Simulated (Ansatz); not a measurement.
**HfO2 (P4₂/nmc, No. 137; high-temperature phase)**

All values below come from r²SCAN+rVV10 (plane waves, PAW; Ansatz, a first-principles code).

Run with plane-wave cutoff 500 eV, 12×12×8 k mesh (along the axes of the cell as run), Fermi–Dirac smearing 0.05 eV, scalar-relativistic PAW data made under PBE.

Cell: relaxed at this level.

| Item | Value |
|---|---|
| equilibrium volume per atom | 10.99 Å³/atom |
| equilibrium lattice constant a | 3.569 Å |
| c axis length | 5.176 Å |
| band gap | 5.22 eV (on the SCF k mesh) |

Note: the relaxation could not lower the start's symmetry, so the cell can be a saddle point above a distorted one.

Spin–orbit coupling is not included.

Computed values are for the static lattice.

The result took about 2.2 core-minutes (a rough figure).
